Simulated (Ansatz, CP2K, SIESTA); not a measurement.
**Code comparison for TiSi (P1, 8 atoms in the cell)**

Self-consistent single point, at a second geometry (atoms moved at random). First geometry:

```yaml
crystal:
  lattice:
    - [6.58907, 0.00000, 0.00000]
    - [0.00000, 3.67460, 0.00000]
    - [0.00000, 0.00000, 5.05240]
  atoms:
    - { symbol: Ti, position: [0.67568, 0.25000, 0.37178] }
    - { symbol: Ti, position: [0.32432, 0.75000, 0.62822] }
    - { symbol: Ti, position: [0.82432, 0.75000, 0.87178] }
    - { symbol: Ti, position: [0.17568, 0.25000, 0.12822] }
    - { symbol: Si, position: [0.54393, 0.25000, 0.85540] }
    - { symbol: Si, position: [0.45607, 0.75000, 0.14460] }
    - { symbol: Si, position: [0.95607, 0.75000, 0.35540] }
    - { symbol: Si, position: [0.04393, 0.25000, 0.64460] }
```

Second geometry:
```
CELL_PARAMETERS angstrom
      6.58907     0.00000     0.00000
      0.00000     3.67460     0.00000
      0.00000     0.00000     5.05240
ATOMIC_POSITIONS crystal
  Ti 0.67926 0.24459 0.36419
  Ti 0.31996 0.74644 0.62983
  Ti 0.81793 0.74754 0.88121
  Ti 0.17882 0.23359 0.13564
  Si 0.55128 0.26287 0.85127
  Si 0.45668 0.77246 0.13522
  Si 0.95305 0.75064 0.35606
  Si 0.04302 0.24187 0.64659
```

Shared settings, as Ansatz (a quantum-chemistry and plane-wave program) writes them: kpoints.mp_grid.grid = 3 5 4; scf.occupations.method = gaussian; scf.occupations.width = 0.05 eV. Potentials and cutoffs stand in the table.

| code | model | ΔF from the first geometry (meV/atom) | pressure (GPa) | largest force (eV/Å) | cutoff |
|---|---|---|---|---|---|
| SIESTA | LDA PW92, numerical atomic orbitals DZP, PseudoDojo LDA standard norm-conserving potentials (rewritten from UPF to PSML) | 18.9 | -10.89 | 1.230 | grid 350 Ry |
| CP2K | LDA (Pade form), GPW, DZVP-MOLOPT-SR-GTH basis, GTH-PADE potentials (GTH_POTENTIALS) | 19.0 | -10.19 | 1.201 | grid 600 Ry |
| Ansatz | LDA (PW92), PAW files made with PBE | 19.0 | -10.28 | 1.204 | default |

Size of the force on each atom (eV/Å): Sizes of forces hide their directions.

```csv
code,Ti1,Ti2,Ti3,Ti4,Si5,Si6,Si7,Si8
SIESTA,0.553,0.422,0.805,0.859,0.632,1.230,0.459,0.433
CP2K,0.573,0.415,0.833,0.878,0.630,1.201,0.456,0.403
Ansatz,0.558,0.402,0.832,0.878,0.640,1.204,0.478,0.387
```

On Ansatz's run: spin polarisation is off.

The spread over the programs that give each value: ΔF from the first geometry within 0.1 meV/atom; pressure within 0.70 GPa; largest force within 0.029 eV/Å.

SIESTA and CP2K use small atom-centred bases, whose incompleteness enters pressures, forces and empty levels differently from a plane-wave cutoff. Ansatz's pressure is given at a fixed set of plane waves, as the other plane-wave codes print theirs.

The shared mesh is coarse (it stands for a supercell whose shortest vector is 18 Å), so the values are not converged in it.

The starting cell comes from a database of computed structures (which also holds hypothetical and non-ambient phases and stackings), without a prior relaxation at this level. Its lattice was rescaled by a random factor within 2.5 % of one. For this run, on top of that: atoms moved at random.

Left out of this page: Elk (not drawn, or without a comparable value).

Keys are those of Ansatz 0.2.
